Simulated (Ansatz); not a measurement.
**Pressure series in Ga2Se3**

Start from Ga$_{2}$Se$_{3}$ (space group Cc, No. 9).

```
CELL_PARAMETERS angstrom
      3.32476    -5.82461     0.00000
      3.32476     5.82461     0.00000
     -2.14360     0.00000     6.28168
ATOMIC_POSITIONS crystal
  Ga 0.78170 0.27889 0.50498
  Ga 0.27889 0.78170 0.00498
  Ga 0.41433 0.58579 0.50121
  Ga 0.58579 0.41433 0.00121
  Se 0.59329 0.74906 0.88919
  Se 0.74906 0.59329 0.38919
  Se 0.04624 0.21091 0.35826
  Se 0.21091 0.04624 0.85826
  Se 0.37728 0.90299 0.39396
  Se 0.90299 0.37728 0.89396
```

Cell and atoms are relaxed at each pressure.

Level of theory: PBEsol in Ansatz (plane waves to 420 eV, PAW, without spin-orbit coupling).

```tsv
pressure (GPa)	volume per atom (Å³/atom)
-1	25.153
0	24.329
0.3	24.119
0.7	?
1.5	23.375
3	22.628
5	21.830
7.5	21.032
10	20.376
```

Q: Fit the third-order Birch–Murnaghan form P(V) = (3B₀/2)[(V₀/V)^(7/3) − (V₀/V)^(5/3)]·[1 + (3/4)(B₀′ − 4)((V₀/V)^(2/3) − 1)] (squares taken in P) to the rows shown and predict the withheld row.

A: Least squares on the printed values gives V₀ = 24.331 Å³/atom, B₀ = 33.4 GPa, B₀′ = 6.0; this predicts 23.854 Å³/atom, and the run gives 23.850 Å³/atom, 0.004 lower.

Load acts through the strain it causes; cell and atoms are relaxed under it. Whether these cells are dynamically stable was not tested. Competing high-pressure phases were not computed.

Ansatz is a first-principles code.
